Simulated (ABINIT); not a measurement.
ABINIT run on MgTl (Pm-3m, 2 atoms in the cell): self-consistent single point.

Level of theory: PBEsol, spin-orbit coupling, norm-conserving pseudopotentials (PseudoDojo nc-fr-04 PBEsol standard) (plane waves; ABINIT).

```
CELL_PARAMETERS angstrom
      3.63780     0.00000     0.00000
      0.00000     3.63780     0.00000
      0.00000     0.00000     3.63780
ATOMIC_POSITIONS crystal
  Mg 0.00000 0.00000 0.00000
  Tl 0.50000 0.50000 0.50000
```

Reference input (self-consistent single point, DFT, PBEsol, plane waves, norm-conserving pseudopotentials (PseudoDojo nc-sr-04 PBEsol standard)): pseudos = [Mg.upf, Tl.upf]; ecut = 1143 eV; ixc = -116133; occopt = 7; tsmear = 0.00999582 Ha; ngkpt = 7 7 7; nshiftk = 1; shiftk = 0 0 0; potentials = PseudoDojo nc-sr-04 PBEsol standard; nband = 17; kptopt = 1; nstep = 80. This run's input differs from it in these lines:

```diff
@@ -1,2 +1,2 @@
-# MgTl, PseudoDojo nc-sr-04 PBEsol standard
+# MgTl, PseudoDojo nc-fr-04 PBEsol standard
 pp_dirpath "./"
@@ -18,5 +18,7 @@
 ixc -116133
+nspinor 2
+nspden 1
 occopt 7
 tsmear 0.00999582
-nband 17
+nband 37
 kptopt 1
```

Its files differ too (potentials: PseudoDojo nc-sr-04 PBEsol standard → PseudoDojo nc-fr-04 PBEsol standard).

Output, abridged:

```
  Calculation with spin-orbit coupling
  Max number of channels (spin-orbit included)   5
  - Atom type    1 has spin-orbit characteristics (pspso=  2)
  - Atom type    2 has spin-orbit characteristics (pspso=  2)
  Nonlocal part applied using Legendre polynomials
  Max number of non-local projectors over l and type   4
  Highest angular momentum +1 .......   3
  Max number of (l,n)   components ..  16
  Max number of (l,m,n) components ..  16

 Pseudo-Core Charge Info:
   Number of radial points for pseudo-core charge .. 2501
   XC core-correction treatment (optnlxccc) ........    1
   Radius for pseudo-core charge for each type .....

  - Atom type    1 has pseudo-core radius ..  0.0000
  - Atom type    2 has pseudo-core radius ..  4.5100

 Info on the Q-grid used for form factors in spline form:
   Number of q-points for radial functions ffspl ..   3001
   Number of q-points for vlspl ...................   3001
   vloc is computed in Reciprocal Space
   model core charge treated in real-space

  XC functional for type 1 is -116133
  Pseudo valence available: yes
  XC functional for type 2 is -116133
  Pseudo valence available: yes

 symatm: atom number 1 is reached starting at atom
   1  1  1  1  1  1  1  1  1  1  1  1  1  1  1  1  1  1  1  1  1  1  1  1
   1  1  1  1  1  1  1  1  1  1  1  1  1  1  1  1  1  1  1  1  1  1  1  1
 symatm: atom number 2 is reached starting at atom
   2  2  2  2  2  2  2  2  2  2  2  2  2  2  2  2  2  2  2  2  2  2  2  2
   2  2  2  2  2  2  2  2  2  2  2  2  2  2  2  2  2  2  2  2  2  2  2  2

--- !BUG
src_file: m_inwffil.F90
src_line: 2703
mpi_rank: 0
message: |
    When nspinor2 is 2, nbd2 must be even, while it is nbd2=37
...

  Action: contact ABINIT group (please attach the output of `abinit -b`)

 abinit_abort: decision taken to exit. Check above messages for more info
Abort(13) on node 0 (rank 0 in comm 0): application called MPI_Abort(MPI_COMM_WORLD, 13) - process 0

--- !BUG
src_file: m_inwffil.F90
src_line: 2703
mpi_rank: 0
message: |
    When nspinor2 is 2, nbd2 must be even, while it is nbd2=37
...

  Action: contact ABINIT group (please attach the output of `abinit -b`)
```

The program stopped before any SCF iteration. 

The starting cell comes from a database of computed structures (which also holds hypothetical and non-ambient phases and stackings), without a prior relaxation at this level.
